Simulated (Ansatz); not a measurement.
Cubic perovskite RbCdF3 was calculated with BLYP in Ansatz (PAW).

Settings: plane-wave cutoff 520 eV, 8×8×8 k mesh, Fermi–Dirac smearing 0.01 eV, scalar-relativistic PAW data made under PBE.

Properties against volume:

| V (Å³/atom) | P (GPa) | direct gap at Γ (eV) | smallest gap on the k mesh (eV) |
|---|---|---|---|
| 17.553 | 3.70 | 4.708 | 3.225 |
| 17.926 | 2.33 | 4.566 | 3.194 |
| 18.299 | 1.10 | 4.429 | 3.162 |
| 18.673 | 0.02 | 4.298 | 3.129 |
| 19.046 | -0.95 | 4.171 | 3.095 |
| 19.420 | -1.81 | 4.050 | 3.059 |
| 19.793 | -2.57 | 3.932 | 3.022 |

The fundamental gap (3.13 eV at the equilibrium volume, with added k points) lies elsewhere than Γ–Γ.

Note: the relaxation could not lower the start's symmetry, so the cell can be a saddle point above a distorted one.

Spin–orbit coupling is not included.

Ansatz is an electronic-structure program.
